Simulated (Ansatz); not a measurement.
We consider GaN (model structure, P6₂22, No. 180, 6 atoms in the cell), described by LDA (Ansatz, a quantum-chemistry and plane-wave program, plane waves, PAW).

The run printed, among other lines:

```
Relaxation: its limit of steps is 80 (relax.max_steps)
Crystal: 6 atoms, lattice volume = 59.294 Å³
Basis set: ecut = 520 eV, 1611 PW (Γ), exchange–correlation on 48×48×108 points (8 copies of the dense FFT grid, shifted against one another)
Bands: 33, of which v1, the nominal top of the filled ones, is band 27 counted from 1 (26 counted from 0)
Symmetry: 6 space group operations
Space group: P3221 (ITA 154), of the structure as read, at distance tolerance 3.9e-5 Å
k-points: 100 of 864 (time reversal used)
Functional: x = slater, c = lda
SCF iter   1: F=—  HF=-12244.164163 eV  |F-HF|=—  |Δ(HF+E_count)|=         —  Δρ=1.55e-2  dr2=1.29e-1
SCF iter   2: F=—  HF=-12244.126664 eV  |F-HF|=—  |Δ(HF+E_count)|=   3.75e-2  Δρ=4.59e-3  dr2=7.74e-3
  ...
SCF 1 converged in 7 iterations: F = -12244.123814 eV  dr2 = 7.38e-9
Crystal: 6 atoms, lattice volume = 59.294 Å³
Initial density: handed on by an earlier stage of this run
SCF 2 converged in 3 iterations: F = -12244.124039 eV  dr2 = 2.64e-7
Crystal: 6 atoms, lattice volume = 59.294 Å³
SCF 3 converged in 3 iterations: F = -12244.124068 eV  dr2 = 2.06e-8
Crystal: 6 atoms, lattice volume = 59.294 Å³
SCF iter   4: F=—  HF=-12244.124068 eV  |F-HF|=—  |Δ(HF+E_count)|=  4.37e-10  Δρ=4.82e-7  dr2=1.24e-10
SCF iter   5: F=-12244.124068 eV  HF=-12244.124068 eV  |F-HF|=3.64e-12  |Δ(HF+E_count)|=  4.00e-11  Δρ=9.17e-8  dr2=2.63e-12
SCF 4 converged in 5 iterations: F = -12244.124068 eV  dr2 = 2.63e-12
SCF converged after 5 iterations
Free energy (F): -12244.124068 eV
Internal energy: -12244.124068 eV  (E = F + TS)
E sigma→0 (E₀):  -12244.124068 eV
Fermi energy:    12.799087 eV
--- Stress (GPa, compression-positive) ---
        4.527030      -0.000000      -0.000000
       -0.000000       4.527030      -0.000000
       -0.000000      -0.000000       4.527035
  P = ⅓ Tr σ = 4.5270 GPa (45.270 kbar)
```

**Question.** Write an input file that could have produced this run (the log leaves some choices open).

**Answer.** This is not unique; one that fits is 
Ansatz 0.2 input:
```yaml
crystal:
  lattice:
    - [3.0759853757, -0.0000002817, 0.0]
    - [-1.5379924438, 2.6638816178, 0.0]
    - [0.0, 0.0, 7.236194705]
  atoms:
    - { symbol: Ga, position: [0.5000383594, 0.0, 0.6666666667] }
    - { symbol: Ga, position: [0.0, 0.5000383594, 0.3333333333] }
    - { symbol: Ga, position: [0.4999616406, 0.4999616406, 0.0] }
    - { symbol: N, position: [0.5000214014, 0.0, 0.1666666667] }
    - { symbol: N, position: [0.0, 0.5000214014, 0.8333333333] }
    - { symbol: N, position: [0.4999785986, 0.4999785986, 0.5] }
basis:
  ecutwfc: 520
  ecutrho_ratio: 4
  xc_grid: 2
kpoints:
  mp_grid: { grid: [12, 12, 6] }
hamiltonian:
  xc: lda
  dispersion: none
  pseudopotentials: { kind: paw }
scf:
  occupations: { method: fermi_dirac, width: 0.01 }
output:
  forces: true
  stress: true
  eigenvalues: true
relax:
  f_tol: 0.004
  escape_saddle: false
  max_steps: 80
  cell: { stress_tol: 0.02, fix: [volume] }
```

The cell is one volume of an energy–volume scan, off the minimum.

The PAW data were made under PBE.

Note: the relaxation could raise the start's symmetry but not lower it, so the cell can be a saddle point.

The result took around 90 core-seconds (rough).

A model structure was made by putting elements into a prototype or built by hand; it is no filed structure, need not be a known phase, and can be a saddle point held by its symmetry.
